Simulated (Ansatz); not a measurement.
Start from Pb in the fcc (Cu type) structure (space group Fm-3m, No. 225; a = 4.9909 Å).

Structures relaxed with r2SCAN (Ansatz, a quantum-chemistry and plane-wave program, PAW, no spin-orbit coupling).

Base:

Simulated powder pattern, Cu Kα1, λ = 1.54056 Å (kinematic, ideal powder, no thermal factors, no anomalous dispersion; the 8 strongest lines at most, above 2 %, up to 2θ = 90°):

```json
[
 {"2θ (°)": "31.01", "I/Imax (%)": "100", "hkl": "(111)"},
 {"2θ (°)": "35.96", "I/Imax (%)": "51", "hkl": "(200)"},
 {"2θ (°)": "51.77", "I/Imax (%)": "37", "hkl": "(220)"},
 {"2θ (°)": "61.58", "I/Imax (%)": "45", "hkl": "(311)"},
 {"2θ (°)": "64.64", "I/Imax (%)": "13", "hkl": "(222)"},
 {"2θ (°)": "76.25", "I/Imax (%)": "6.1", "hkl": "(400)"},
 {"2θ (°)": "84.56", "I/Imax (%)": "19", "hkl": "(331)"},
 {"2θ (°)": "87.29", "I/Imax (%)": "18", "hkl": "(420)"}
]
```

After one change:

Simulated powder pattern, Cu Kα1, λ = 1.54056 Å (kinematic, ideal powder, no thermal factors, no anomalous dispersion; the 8 strongest lines at most, above 2 %, up to 2θ = 90°):

```csv
2θ (°),I/Imax (%)
36.18,100
42.02,50
60.94,34
72.97,41
76.79,12
```

Which of these changes matches the shifts?
A) pressure 4.2 GPa
B) pressure 9 GPa
C) pressure 60 GPa
D) pressure 30 GPa

C, pressure 60 GPa. Its volume per atom is 19.83 Å³ against 31.08 Å³, and its space group is Fm-3m (No. 225).

Load acts through the strain it causes; cell and atoms are relaxed under it. No phonon test of stability was made. Measured, Pb leaves this structure (for hcp) near 14 GPa (room temperature; as listed in arXiv:1906.07825).
